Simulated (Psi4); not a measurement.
Psi4 1.11, R2SCAN/def2-svp: isotetrasilane ([SiH3][SiH]([SiH3])[SiH3]), 14 atoms. The geometry is a generated start, not checked to be a minimum at this level.

* **task**: gradient
* **method**: r2scan
* **basis**: def2-svp
* **memory**: 7 GB
* **scf_type**: df (default)
* **guess**: auto, which took SAD (default)
* **diis_max_vecs**: 10 (default)
* **scf_initial_accelerator**: adiis (default)
* **e_convergence**: 1e-08 (default)
* **d_convergence**: 1e-08 (default)
* **basis functions (reference run)**: 122
* **grid points (reference run)**: 2540580

```xyz
14

Si     0.0019     2.0938    -0.7564
Si     0.0514     0.1600     0.5399
Si     1.9227    -1.1504     0.0903
Si    -1.9466    -1.0239     0.4212
H      1.2205     2.8994    -0.6579
H     -0.1530     1.7509    -2.1727
H     -1.1078     2.9920    -0.4268
H      0.1893     0.6083     1.9477
H      3.1892    -0.4296     0.2431
H      1.8871    -1.6303    -1.2937
H      2.0234    -2.3419     0.9365
H     -1.9827    -2.2055     1.2861
H     -3.1169    -0.2205     0.7869
H     -2.1786    -1.5024    -0.9442
```
Charge 0, spin multiplicity 1.

Yardstick: the run with dft_radial_points = 200, dft_spherical_points = 974, dft_pruning_scheme = none (default), which is not proven converged either. Each setting ran once; only counts and results are compared.

Settings tried, all else as in the reference:
- dft_radial_points = 25, dft_spherical_points = 50
- dft_radial_points = 150, dft_spherical_points = 770
- dft_radial_points = 99, dft_spherical_points = 590, dft_pruning_scheme = treutler
- dft_radial_points = 75 (default), dft_spherical_points = 302 (default), dft_pruning_scheme = robust
- dft_radial_points = 75 (default), dft_spherical_points = 434
- dft_radial_points = 35, dft_spherical_points = 110
- dft_radial_points = 75 (default), dft_spherical_points = 302 (default), dft_pruning_scheme = treutler
- dft_radial_points = 50, dft_spherical_points = 194
- dft_radial_points = 99, dft_spherical_points = 590
- dft_radial_points = 75 (default), dft_spherical_points = 302 (default)
- dft_radial_points = 99, dft_spherical_points = 590, dft_pruning_scheme = robust

Q: Which of these stay within 0.10 meV/atom in energy, 1.0 meV/Å in forces (largest component) of the reference run?

A: Within it: dft_radial_points = 150, dft_spherical_points = 770. Outside: dft_radial_points = 99, dft_spherical_points = 590; dft_radial_points = 99, dft_spherical_points = 590, dft_pruning_scheme = robust; dft_radial_points = 75 (default), dft_spherical_points = 434; dft_radial_points = 75 (default), dft_spherical_points = 302 (default); dft_radial_points = 75 (default), dft_spherical_points = 302 (default), dft_pruning_scheme = robust; dft_radial_points = 75 (default), dft_spherical_points = 302 (default), dft_pruning_scheme = treutler; dft_radial_points = 99, dft_spherical_points = 590, dft_pruning_scheme = treutler; dft_radial_points = 50, dft_spherical_points = 194; dft_radial_points = 35, dft_spherical_points = 110; dft_radial_points = 25, dft_spherical_points = 50.

```json
[
 {"setting": "the reference", "grid points": "2540580", "energy against the reference": "—", "difference in forces (largest component)": "—"},
 {"setting": "dft_radial_points = 150, dft_spherical_points = 770", "grid points": "1514567", "energy against the reference": "−0.0065 meV/atom", "difference in forces (largest component)": "0.63 meV/Å"},
 {"setting": "dft_radial_points = 99, dft_spherical_points = 590", "grid points": "767900", "energy against the reference": "+0.22 meV/atom", "difference in forces (largest component)": "4.6 meV/Å"},
 {"setting": "dft_radial_points = 99, dft_spherical_points = 590, dft_pruning_scheme = robust", "grid points": "537592", "energy against the reference": "+0.22 meV/atom", "difference in forces (largest component)": "4.6 meV/Å"},
 {"setting": "dft_radial_points = 75 (default), dft_spherical_points = 434", "grid points": "430445", "energy against the reference": "−0.29 meV/atom", "difference in forces (largest component)": "8.5 meV/Å"},
 {"setting": "dft_radial_points = 75 (default), dft_spherical_points = 302 (default)", "grid points": "299614", "energy against the reference": "−0.29 meV/atom", "difference in forces (largest component)": "9.0 meV/Å"},
 {"setting": "dft_radial_points = 75 (default), dft_spherical_points = 302 (default), dft_pruning_scheme = robust", "grid points": "205302", "energy against the reference": "−0.29 meV/atom", "difference in forces (largest component)": "9.7 meV/Å"},
 {"setting": "dft_radial_points = 75 (default), dft_spherical_points = 302 (default), dft_pruning_scheme = treutler", "grid points": "164646", "energy against the reference": "−0.14 meV/atom", "difference in forces (largest component)": "17 meV/Å"},
 {"setting": "dft_radial_points = 99, dft_spherical_points = 590, dft_pruning_scheme = treutler", "grid points": "400168", "energy against the reference": "+0.32 meV/atom", "difference in forces (largest component)": "17 meV/Å"},
 {"setting": "dft_radial_points = 50, dft_spherical_points = 194", "grid points": "130428", "energy against the reference": "+12 meV/atom", "difference in forces (largest component)": "27 meV/Å"},
 {"setting": "dft_radial_points = 35, dft_spherical_points = 110", "grid points": "51935", "energy against the reference": "+23 meV/atom", "difference in forces (largest component)": "27 meV/Å"},
 {"setting": "dft_radial_points = 25, dft_spherical_points = 50", "grid points": "16902", "energy against the reference": "+76 meV/atom", "difference in forces (largest component)": "160 meV/Å"}
]
```

Total energies are compared; such shifts often cancel in part in energy differences. The gradients leave out the derivatives of the grid weights. The tolerance is a choice made for this comparison.
